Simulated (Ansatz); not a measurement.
The parent structure is GaN in the zinc blende structure (space group F-43m, No. 216; a = 4.4981 Å). Axes: x, y, z lie along the cube axes.

Level of theory: PBEsol (Ansatz, an electronic-structure program), no spin-orbit coupling.

Before the change:

```
Quantity                Value
-------------  --------------
Electron mass  0.15 mₑ (at Γ)
```

Now apply this change: the cell is compressed by 4.27 % along y with no lateral relaxation; the atoms relax in the strained cell.

Problem. What happens to the electron mass and energy relative to the base?

Solution. The electron mass changes from 0.15 mₑ (at Γ) to 0.17 mₑ along y, 0.18 mₑ across (at Γ); the energy rises by 18 meV/atom.

The levels and masses belong to the bands next to the band gap. Effective masses come from finite differences of ±0.01 Å⁻¹. Stability against distortions was not tested. This is not the structure that GaN has at room temperature and ambient pressure.
